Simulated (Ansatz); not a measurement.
Worked example: self-consistent single point of CdPd (P4mm, 2 atoms in the cell) in Ansatz (a quantum-chemistry and plane-wave program).

Method of the run: LDA (PW92), default PAW files made with PBE (plane waves; Ansatz).

```
CdPd
1.0
    3.02815     0.00000     0.00000
    0.00000     3.02815     0.00000
    0.00000     0.00000     3.68241
Cd Pd
1 1
Direct
  0.00000   0.00000   0.01358
  0.50000   0.50000   0.50000
```

Reference input (self-consistent single point, DFT, LDA (PW92), plane waves, default PAW files made with PBE): basis.ecutwfc = 420 eV; kpoints.mp_grid.grid = 11 11 9; hamiltonian.xc = lda; hamiltonian.pseudopotentials = {kind: paw} (the program's default PAW files); scf.occupations.method = fermi_dirac; scf.occupations.width = 0.1 eV. This run's input differs from it in these lines:

Ansatz 0.2 input:
```diff
@@ -11,3 +11,3 @@
 kpoints:
-  mp_grid: { grid: [11, 11, 9] }
+  mp_grid: { grid: [18, 18, 15] }
 hamiltonian:
@@ -16,3 +16,3 @@
 scf:
-  occupations: { method: fermi_dirac, width: 0.1 eV }
+  occupations: { method: gaussian, width: 0.02 eV }
 output:
```

Output, abridged:

```
SCF iter   1: F=—  HF=-14963.323584 eV  |F-HF|=—  |Δ(HF+E_count)|=         —  Δρ=1.61e-2  dr2=9.12e-2  ethr=1.77e-3  ⟨swp⟩=5.7  Hψ=40952  notcnv=0
all-band conjugate gradients solve this SCF's bands
preconditioner: auto → Kerker (q_TF=auto, 2.783 Å⁻¹)
SCF iter   2: F=—  HF=-14963.303878 eV  |F-HF|=—  |Δ(HF+E_count)|=   1.97e-2  Δρ=4.30e-3  dr2=3.75e-3  ethr=2.40e-4  ⟨swp⟩=2.5  Hψ=17832  notcnv=0  defer=68
   [... lines left out ...]
SCF iter   3: F=—  HF=-14963.302589 eV  |F-HF|=—  |Δ(HF+E_count)|=   1.29e-3  Δρ=1.33e-3  dr2=2.51e-4  ethr=9.86e-6  ⟨swp⟩=2.0  Hψ=16584  notcnv=0  defer=68
SCF iter   4: F=—  HF=-14963.302556 eV  |F-HF|=—  |Δ(HF+E_count)|=   3.34e-5  Δρ=3.91e-4  dr2=2.17e-5  ethr=6.61e-7  ⟨swp⟩=2.6  Hψ=18898  notcnv=0  defer=68
SCF iter   5: F=—  HF=-14963.302558 eV  |F-HF|=—  |Δ(HF+E_count)|=   1.94e-6  Δρ=7.13e-5  dr2=6.89e-7  ethr=5.71e-8  ⟨swp⟩=2.9  Hψ=20510  notcnv=0  defer=68
SCF iter   6: F=-14963.302559 eV  HF=-14963.302559 eV  |F-HF|=1.32e-8  |Δ(HF+E_count)|=   1.20e-6  Δρ=1.43e-5  dr2=7.14e-8  ethr=2.63e-10  ⟨swp⟩=5.4  Hψ=40453  notcnv=0
SCF 1 converged in 6 iterations: F = -14963.302559 eV  dr2 = 7.14e-8
Free energy (F): -14963.302559 eV
Internal energy: -14963.302412 eV  (E = F + TS)
E sigma→0 (E₀):  -14963.302485 eV
Entropy (-TS):   -0.000147 eV (-0.074 meV/atom)
Fermi energy:    17.706833 eV
--- Forces (eV/Å), atoms counted from 1 ---
  atom   1  Cd    -0.00000000     0.00000000    -0.27682240
  atom   2  Pd     0.00000000     0.00000000     0.27662287
--- Stress (GPa, compression-positive) ---
       -7.777645       0.000000       0.000000
        0.000000      -7.777645       0.000000
        0.000000       0.000000      -7.559491
  P = ⅓ Tr σ = -7.7049 GPa (-77.049 kbar)
  The stress holds the Pulay correction. Without it, at fixed plane waves, as pw.x and ABINIT print it: P = -7.7353 GPa
```

The run converged in 6 iterations. Against the reference run the free energy rises by 5.8 meV/atom, the pressure moves little (-7.69 to -7.70 GPa) and the largest force stays at 0.277 eV/Å.

The starting cell comes from a database of computed structures (which also holds hypothetical and non-ambient phases and stackings), without a prior relaxation at this level. Its lattice was rescaled by up to half a per cent. One atom was moved a little off its site on purpose. Spin polarisation is off. With a pressure of about -8 GPa the cell is away from its equilibrium volume at this level. Ansatz's pressure includes its estimate of the finite-basis (Pulay) stress.
